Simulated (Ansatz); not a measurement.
System: B20 (FeSi-type) FeGe. Method: PBE-D3(BJ) (Ansatz, an electronic-structure program, plane waves, PAW).

Run with plane-wave cutoff 520 eV, 12×12×12 k mesh, Fermi–Dirac smearing 0.05 eV, spin-polarised with parallel moments, scalar-relativistic PAW data made under PBE.

Cell (relaxed at this level):

```
CELL_PARAMETERS angstrom
      4.61242     0.00000     0.00000
      0.00000     4.61242     0.00000
      0.00000     0.00000     4.61242
ATOMIC_POSITIONS crystal
  Fe 0.86350 0.63650 0.36350
  Fe 0.36350 0.86350 0.63650
  Fe 0.13650 0.13650 0.13650
  Fe 0.63650 0.36350 0.86350
  Ge 0.15781 0.34219 0.65781
  Ge 0.65781 0.15781 0.34219
  Ge 0.84219 0.84219 0.84219
  Ge 0.34219 0.65781 0.15781
```
Starting moments (μB, in the order of the record's atoms Fe Fe Fe Fe Ge Ge Ge Ge): 1.2 1.2 1.2 1.2 0.0 0.0 0.0 0.0.

**Question.** Estimate the bulk modulus, magnetic moment (largest site, within a sphere) and pressure derivative B′ of the bulk modulus that the calculation returns.

**Answer.** 
* **bulk modulus**: 178 GPa
* **magnetic moment (largest site, within a sphere)**: 1.12 μB
* **pressure derivative B′ of the bulk modulus**: 5.3

The run finds no gap.

Measured, for comparison: bulk modulus 147 ± 3 GPa (82 K, zero-point motion not removed; as tabulated in Wilhelm et al. (2007), arXiv:cond-mat/0703031). Computed (rounded) less measured: bulk modulus +21 %.

Note: the collinear magnetic order is the start's and need not be the measured one; the bulk modulus comes from volumes at which shape and atoms were relaxed.

Moments are spin moments.

Static lattice: no zero-point or thermal effects.

Cost on a shared machine: very roughly 120 core-minutes.
